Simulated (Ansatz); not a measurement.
We consider MoPt (P-6m2, No. 187, 2 atoms in the cell; start mp-1221433), described by PBEsol (Ansatz, a first-principles code, PAW).

Numerical settings: plane-wave cutoff 520 eV, 24×24×12 k mesh (along the axes of the cell as run), Fermi–Dirac smearing 0.05 eV, no spin polarisation, scalar-relativistic PAW data made under PBE.

Cell (relaxed at this level):

MoPt is taken in the hexagonal space group P-6m2 (No. 187), Pearson symbol hP2. Conventional cell: a = 2.7771 Å, b = 2.7771 Å, c = 4.4868 Å, α = 90.00°, β = 90.00°, γ = 120.00°. Mo on 1e is coordinated by 6 Pt at 2.757 Å and 6 Mo at 2.777 Å (anticuboctahedral). Pt on 1d has 6 Mo at 2.757 Å and 6 Pt at 2.777 Å (anticuboctahedral). (Neighbours: up to the widest gap in distance over summed covalent radii, below 1.35, at either atom.)

Problem. Predict the bulk modulus.

Solution. 
- bulk modulus = 295 GPa

Note: the run has no spin polarisation, so it can have missed a magnetic state; the bulk modulus is −V dP/dV from two relaxed cells at ±2 % in volume; the relaxation could not lower the start's symmetry, so the cell can be a saddle point above a distorted one.

Spin–orbit coupling is not included.

Static lattice: no zero-point or thermal effects.

Computing time: around 3 core-minutes (rough).

A start named mp-… is a Materials Project structure, which need not be a measured phase.
